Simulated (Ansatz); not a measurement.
Functionals compared on CO on the 1x1 (100) surface of fcc Cu, one in a 2x2 cell, started at the site 'top Cu', in Ansatz (plane waves, PAW). The structure was relaxed with PBE; the other rows are single points on it, each with its references at the same level. Cutoff 420 eV (500 eV for r2SCAN).

Model: 18-atom slab, 5.3 Å thick at the start under the adsorbate (thin: gaps and levels are the slab's own), 6x6x1 mesh, Fermi-Dirac 0.1 eV, dipole correction, 8 atoms held, the rest relaxed; held to the start's symmetry, so lower structures may exist; no spin, no spin-orbit, no U, no dispersion correction. At the end it is bonded to Cu. In PBE it is, or lies within 0.03 eV of, the lowest of the starts that converged. These notes are the PBE run's. Adsorption energies are against CO(g). A negative adsorption energy means that the adsorbate is more stable on the surface than in its reference.

```json
[
 {"functional": "PBE", "adsorption energy (eV)": "-0.83", "work function of the top face (eV)": "4.70", "change of the work function (eV)": "0.16", "rough cost of the single point": "–"},
 {"functional": "RPBE", "adsorption energy (eV)": "-0.56", "work function of the top face (eV)": "4.57", "change of the work function (eV)": "0.20", "rough cost of the single point": "around 2.4 core-minutes (rough)"},
 {"functional": "r2SCAN", "adsorption energy (eV)": "?", "work function of the top face (eV)": "?", "change of the work function (eV)": "?", "rough cost of the single point": "roughly 5 core-minutes"}
]
```

Task: Fill in the missing entries.

Result: 
- r2SCAN, adsorption energy (eV): -0.97
- r2SCAN, work function of the top face (eV): 4.75
- r2SCAN, change of the work function (eV): 0.21

Ansatz is a first-principles code.
